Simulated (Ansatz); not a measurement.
## PbI2: isotropic strain −2.47 %

The parent structure is PbI₂ in the CdI2 type structure (space group P-3m1, No. 164; a = 4.559 Å, c = 6.973 Å).

The change: the cell is scaled by 0.9753 in all directions; the atoms relax in the strained cell.

Level of theory: PBE-D3(BJ)/PAW in Ansatz (a program for electronic structure), scalar-relativistic without spin-orbit coupling. Γ-centred 8×8×5 mesh, Fermi–Dirac width 0.05 eV.

| quantity | base | changed | shift |
|---|---|---|---|
| volume per atom | 41.84 Å³ | 38.81 Å³ | -3.024 Å³ |
| space group | P-3m1 (No. 164) | P-3m1 (No. 164) | – |
| energy relative to the base (free energy F) | 0 meV/atom | +12 meV/atom | +12 meV/atom |
| pressure (mean of the normal stresses, compression positive) | 0.00 GPa | 1.36 GPa | +1.36 GPa |
| band gap | 2.18 eV | 2.04 eV | -0.14 eV |
| gap character | direct at A | direct at A | – |
| mean gap deformation potential ΔEg/Δln V | – | +1.9 eV | – |
| width of the top valence band | 0.95 eV | 1.33 eV | +0.38 eV |
| electron mass | 1.0 mₑ along k, 0.23 mₑ across (at A) | 0.77 mₑ along k, 0.22 mₑ across (at A) | – |
| hole mass | 0.59 mₑ along k, 0.74 mₑ across (at A) | 0.44 mₑ along k, 0.41 mₑ across (at A) | – |

With I and Pb present, leaving out spin-orbit coupling can change the band edges. Effective masses come from finite differences of ±0.01 Å⁻¹. Along k means along the line from Γ to the band edge. Whether these cells are dynamically stable was not tested.
